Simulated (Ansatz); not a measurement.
We consider zinc-blende BeS, described by r²SCAN (plane waves, PAW; Ansatz, a first-principles code).

Run with plane-wave cutoff 560 eV, 12×12×12 k mesh, Fermi–Dirac smearing 0.01 eV, scalar-relativistic PAW data made under PBE.

Results at a series of volumes:

| V (Å³/atom) | E − E_lowest (meV/atom) | P (GPa) |
|---|---|---|
| 13.559 | 17.43 | 6.78 |
| 13.848 | 7.50 | 4.30 |
| 14.136 | 1.82 | 2.05 |
| 14.425 | 0.00 | 0.00 |
| 14.713 | 1.70 | -1.86 |
| 15.002 | 6.59 | -3.55 |
| 15.290 | 14.39 | -5.09 |

### Question
Estimate the bulk modulus and its pressure derivative from these points.

### Answer
V0 = 14.425 Å³/atom, B0 = 97.5 GPa, B′ = 3.8 (fit to the energies at full precision).

Measured, for comparison: bulk modulus 105 GPa (room temperature, no zero-point or thermal correction; as tabulated in Narayana, Nesamony, Ruoff, Phys. Rev. B 56, no. 22 (1997)); equilibrium volume per atom 14.44 Å³/atom (room temperature, no zero-point or thermal correction; as tabulated in Narayana, Nesamony, Ruoff (BeS at high pressure; core.ac.uk copy)). Computed less measured: bulk modulus -7 %, equilibrium volume per atom -0.1 %. A static lattice is as a rule a little smaller and stiffer than an uncorrected measurement, which can account for part of this in the equilibrium volume per atom.

Computed values are for the static lattice.
